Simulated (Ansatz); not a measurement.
Input and output of a self-consistent single point for TiCo (P4mm, 2 atoms in the cell) (Ansatz, a first-principles code).

Computed with LDA (PW92), harder PAW files (source: ansatz) made with PBE (plane waves; Ansatz).

The change in words: lattice scaled by 0.98; basis.ecutwfc: 30.9 Ry → 66.1 Ry; hamiltonian.pseudopotentials: {kind: paw} (the program's default PAW files) → {kind: paw, source: ansatz}. Reference geometry:
```
TiCo
1.0
    2.98103     0.00000     0.00000
    0.00000     2.98103     0.00000
    0.00000     0.00000     2.98103
Ti Co
1 1
Direct
  0.00000   0.00000   0.01677
  0.50000   0.50000   0.50000
```

Reference input (self-consistent single point, DFT, LDA (PW92), plane waves, default PAW files made with PBE): basis.ecutwfc = 30.9 Ry; kpoints.mp_grid.grid = 11 11 11; hamiltonian.xc = lda; hamiltonian.pseudopotentials = {kind: paw} (the program's default PAW files); scf.occupations.method = fermi_dirac; scf.occupations.width = 0.0073 Ry. This run's input differs from it in these lines:

Ansatz 0.2 input:
```diff
@@ -2,5 +2,5 @@
   lattice:
-    - [2.98103000, 0.00000000, 0.00000000]
-    - [0.00000000, 2.98103000, 0.00000000]
-    - [0.00000000, 0.00000000, 2.98103000]
+    - [2.92140900, 0.00000000, 0.00000000]
+    - [0.00000000, 2.92140900, 0.00000000]
+    - [0.00000000, 0.00000000, 2.92140900]
   atoms:
@@ -9,3 +9,3 @@
 basis:
-  ecutwfc: 30.9 Ry
+  ecutwfc: 66.1 Ry
 kpoints:
@@ -14,3 +14,3 @@
   xc: lda
-  pseudopotentials: { kind: paw }
+  pseudopotentials: { kind: paw, source: ansatz }
 scf:
```

The program printed (abridged):

```
SCF iter   1: F=—  HF=-7517.295152 eV  |F-HF|=—  |Δ(HF+E_count)|=         —  Δρ=2.18e-1  dr2=1.83e1  ethr=3.10e-3  ⟨swp⟩=4.2  Hψ=9053  notcnv=0
all-band conjugate gradients solve this SCF's bands
preconditioner: auto → none
SCF iter   2: F=—  HF=-7514.360119 eV  |F-HF|=—  |Δ(HF+E_count)|=    2.94e0  Δρ=7.22e-2  dr2=1.21e0  ethr=3.10e-3  ⟨swp⟩=3.0  Hψ=5765  notcnv=0
   [... lines left out ...]
SCF iter   7: F=—  HF=-7514.233172 eV  |F-HF|=—  |Δ(HF+E_count)|=   2.83e-3  Δρ=2.27e-3  dr2=1.54e-3  ethr=1.59e-4  ⟨swp⟩=1.0  Hψ=2522  notcnv=0
SCF iter   8: F=—  HF=-7514.233090 eV  |F-HF|=—  |Δ(HF+E_count)|=   8.26e-5  Δρ=4.08e-4  dr2=4.93e-5  ethr=5.31e-6  ⟨swp⟩=1.0  Hψ=2513  notcnv=0
SCF iter   9: F=—  HF=-7514.233087 eV  |F-HF|=—  |Δ(HF+E_count)|=   2.18e-6  Δρ=6.49e-5  dr2=1.08e-6  ethr=1.70e-7  ⟨swp⟩=1.3  Hψ=2468  notcnv=0
SCF iter  10: F=-7514.233087 eV  HF=-7514.233087 eV  |F-HF|=2.99e-8  |Δ(HF+E_count)|=   7.67e-9  Δρ=1.14e-5  dr2=3.18e-8  ethr=3.45e-10  ⟨swp⟩=3.8  Hψ=9049  notcnv=0
SCF 1 converged in 10 iterations: F = -7514.233087 eV  dr2 = 3.18e-8
Free energy (F): -7514.233087 eV
Internal energy: -7514.149480 eV  (E = F + TS)
E sigma→0 (E₀):  -7514.191284 eV
Entropy (-TS):   -0.083607 eV (-41.804 meV/atom)
Fermi energy:    17.704903 eV
--- Forces (eV/Å), atoms counted from 1 ---
  atom   1  Ti    -0.00000000     0.00000000    -0.22440440
  atom   2  Co    -0.00000000     0.00000000     0.22446253
--- Stress (GPa, compression-positive) ---
       -3.733625       0.000000       0.000000
        0.000000      -3.733625       0.000000
        0.000000       0.000000      -3.859329
  P = ⅓ Tr σ = -3.7755 GPa (-37.755 kbar)
  The stress holds the Pulay correction. Without it, at fixed plane waves, as pw.x and ABINIT print it: P = -3.8555 GPa
```

The run converged in 10 iterations. Against the reference run the pressure goes from -14.10 to -3.78 GPa and the largest force goes from 0.166 to 0.224 eV/Å.

The starting cell has typed, rounded lattice constants, without a prior relaxation at this level. Its lattice was rescaled by up to half a per cent. One atom was moved a little off its site on purpose. For this run, on top of that: lattice scaled by 0.98. Spin polarisation is off. Ansatz's pressure includes its estimate of the finite-basis (Pulay) stress. The cutoff lies below the one recommended for these files.
